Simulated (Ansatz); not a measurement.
System: Pt₃Ga (I4/mcm, No. 140, 8 atoms in the cell; start mp-862621). Method: r²SCAN (Ansatz, a first-principles code, PAW).

Numerical settings: plane-wave cutoff 560 eV, 12×12×12 k mesh, Fermi–Dirac smearing 0.05 eV, scalar-relativistic PAW data made under PBE.

Cell (relaxed at this level):

Space group I4/mcm (No. 140); a = 5.496 Å, b = 5.496 Å, c = 7.931 Å, α = 90.00°, β = 90.00°, γ = 90.00°

| atom | site | symmetry | x | y | z |
|---|---|---|---|---|---|
| Ga | 4b | -42m | 0.0000 | 0.5000 | 0.2500 |
| Pt | 8h | m.2m | 0.2063 | 0.2937 | 0.0000 |
| Pt | 4a | 422 | 0.0000 | 0.0000 | 0.2500 |
(The calculation used a cell of 8 atoms; values per cell refer to that cell.)

Q: Estimate the bulk modulus that the calculation returns.

A: 
- bulk modulus: 232 GPa

The run finds no gap.

Note: the bulk modulus is −V dP/dV from two relaxed cells at ±2 % in volume; the relaxation could not lower the start's symmetry, so the cell can be a saddle point above a distorted one.

Spin–orbit coupling is not included.

Static lattice: no zero-point or thermal effects.

A start named mp-… is a Materials Project structure, which need not be a measured phase.
